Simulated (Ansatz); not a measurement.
## A computed series for BAs: element substitutions

Consider BAs in the zinc blende structure (space group F-43m, No. 216).

```yaml
crystal:
  lattice:
    - [0.00000, 2.40468, 2.40468]
    - [2.40468, 0.00000, 2.40468]
    - [2.40468, 2.40468, 0.00000]
  atoms:
    - { symbol: As, position: [0.75000, 0.75000, 0.75000] }
    - { symbol: B, position: [0.00000, 0.00000, 0.00000] }
```

Each row replaces one element on all its sites; cell and atoms are relaxed.

Computed with PBE (Ansatz, a program for electronic structure; PAW; 420 eV plane waves; scalar-relativistic without spin-orbit coupling), earlier PAW set.

Q: Only one of these keeps a band gap. Which?
A) As → Se
B) As → Bi
C) B → N

A: B, As → Bi. Computed: As → Se: zero; B → N: zero; As → Bi: 0.14 eV

Spin-orbit coupling, missing from the scalar runs, can matter with Bi. Whether these cells are dynamically stable was not tested. As relaxed here, BSe, AsN and BiB are hypothetical phases, not in the database extracts checked. The final runs are not spin-polarised. An odd electron count without spin: BSe. The zero or small gap of BiB can change with the level of theory.
